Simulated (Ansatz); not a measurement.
## A computed series for Hf: element substitutions

Consider Hf in the hcp (Mg type) structure (space group P6_3/mmc, No. 194; a = 3.159 Å, c = 5.000 Å).

Each row replaces one element on all its sites; cell and atoms are relaxed.

Calculations: PBEsol/PAW in Ansatz (a program for electronic structure), scalar-relativistic without spin-orbit coupling, earlier PAW set.

| variant | density | shortest interatomic distance |
|---|---|---|
| base | 13.72 g/cm³ | 3.095 Å |
| Hf → Nb | 8.56 g/cm³ | 2.833 Å |
| Hf → Ce | 9.79 g/cm³ | 3.126 Å |
| Hf → W | 19.02 g/cm³ | 2.752 Å |

The 4f electrons are in the valence with no U and their state was not checked, so volumes and moments can be off. No phonon test of stability was made. For Nb and W in this form, whether it has been made was not checked. Seeded moments were not kept for Hf → Ce. The final runs are not spin-polarised. This is not the structure that Nb has at room temperature and ambient pressure. This is not the structure that W has at room temperature and ambient pressure.
